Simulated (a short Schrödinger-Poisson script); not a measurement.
Solved with a short Schrödinger-Poisson script written for these runs: one-band effective-mass equation with BenDaniel-Duke matching, electrons, heavy and light holes apart, hard walls at the outer ends, one valence edge for both holes (no strain splitting), no charge, excitons, band mixing or non-parabolicity; under a field the levels are quasi-bound states of a box, listed while three quarters of their weight lies within 4 nm of the wells.

Structure: single InAs/In0.52Al0.48As quantum well.

From the first side: 20 nm In0.52Al0.48As; 2 nm InAs; 20 nm In0.52Al0.48As.

The device is made up for the run: typed textbook-type constants, with dimensions and the other settings drawn at random. InAs: direct gap (eV) 0.45, conduction-band edge (eV) 0, electron mass (mₑ) 0.03, heavy-hole mass 0.35, light-hole mass 0.035. In0.52Al0.48As: direct gap (eV) 1.45, conduction-band edge (eV) 0.75, electron mass (mₑ) 0.075, heavy-hole mass 0.41, light-hole mass 0.09.

The valence-band edge of each layer lies one gap below its conduction-band edge. The electron's potential energy rises along the stack by the applied field. Mesh 0.03 nm at interfaces.

Question: Give the e1-hh1 transition at zero applied field (eV); the e1 above the well's band edge (meV); the shift of e1-hh1 at 142.5 kV/cm (meV).

Answer: e1-hh1 transition at zero applied field (eV): 0.924; e1 above the well's band edge (meV): 386; shift of e1-hh1 at 142.5 kV/cm (meV): -0.9. Parabolic bands overrate the confinement in so narrow a well of a small-gap material. Excitons are left out, and strain enters only through the typed gaps and offsets, so measured lines lie elsewhere.
